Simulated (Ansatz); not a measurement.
# A computed series for SnO2: alloy series

Base system: SnO2 in the rutile structure (space group P4_2/mnm, No. 136; a = 4.7599 Å, c = 3.2008 Å).

The other end (x = 1) is SiO$_{2}$ in the rutile structure (space group P4_2/mnm, No. 136): 7.79 Å³/atom, gap 6.51 eV.

Si replaces a fraction x of Sn; each row is one arrangement (x, atoms in the cell, starting space group or random), fully relaxed.

Computed with Ansatz (an electronic-structure program), r2SCAN, PAW, cutoff 500 eV, spin-orbit coupling left out.

Candidates:
(a) x(Si) = 0.5, 12 atoms, P2_1/c
(b) x(Si) = 0.5, 12 atoms, Pmn2_1
(c) x(Si) = 0.5, 12 atoms, Pmmm

Q: Order them by mixing energy, highest first.

A: (c) x(Si) = 0.5, 12 atoms, Pmmm (+0.257 eV/atom), (b) x(Si) = 0.5, 12 atoms, Pmn2_1 (+152 meV/atom), (a) x(Si) = 0.5, 12 atoms, P2_1/c (+101 meV/atom)

Each cell is one ordered arrangement of few atoms, which overstates ordering effects compared with a random alloy. Whether these cells are dynamically stable was not tested.
